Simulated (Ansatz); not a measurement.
The starting structures come from a database of crystals and need not be the phases stable at ambient conditions.

 Where the default PAW files enter, the runs use the earlier of Ansatz's two default sets.

The decay constant κ of evanescent states in the gap governs leakage through a thin film.

```xyz
14
Lattice="4.5870 0.0000 0.0000 0.0000 5.0135 0.0000 0.0000 -0.0229 8.6256" Properties=species:S:1:pos:R:3 pbc="T T T"
Ba     3.4728     1.2236     2.9145
Ba     1.1794     3.7670     5.7111
Ga     0.7811     3.7241     1.2321
Ga     3.0746     1.2665     7.3935
H      3.7838     3.7274     1.3486
H      1.4903     1.2632     7.2769
H      1.2545     4.9532     2.1336
H      3.5480     0.0373     6.4919
H      1.2497     2.3951     1.9740
H      3.5432     2.5955     6.6515
H      1.3426     3.7901     8.4046
H      3.6361     1.2005     0.2210
H      3.4888     3.7314     4.1654
H      1.1953     1.2592     4.4602
```

Space group of this cell: P2_1. The cell is taken as given.

Transport runs along the normal of the first two printed cell vectors.

No gap correction and no spin-orbit coupling; mid-gap values are interpolated between computed energies.

Give the band gap and the smallest decay constant κ at mid-gap that Ansatz (a program for electronic structure) with r2SCAN yields.

Gap 3.64 eV on a 8×6×4 mesh; κ = 0.332 1/Å, at (0.125, 0.000) of the in-plane reciprocal vectors. At the zone centre, at the nearest computed energy, the slowest state has κ = 0.34 1/Å.
